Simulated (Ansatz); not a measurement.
GeRh (model structure, started from the CoSn type, P6/mmm, No. 191, 6 atoms in the cell): properties by level of theory

| level (code) | equilibrium lattice constant a (Å) | lattice parameter c (Å) | formation enthalpy (eV/atom) |
|---|---|---|---|
| PBE (Ansatz) | 5.420 | 3.993 | -0.366 |
| PBEsol (Ansatz) | 5.347 | 3.946 | -0.398 |
| PBE-D3(BJ) (Ansatz) | 5.370 | 3.953 | -0.362 |

Ansatz's density-functional and Hartree–Fock values are scalar-relativistic unless marked +SOC, with PAW data made under PBE.

A model structure was made by putting elements into a prototype or built by hand; it is no filed structure, need not be a known phase, and can be a saddle point held by its symmetry.

Ansatz is a quantum-chemistry and plane-wave program.
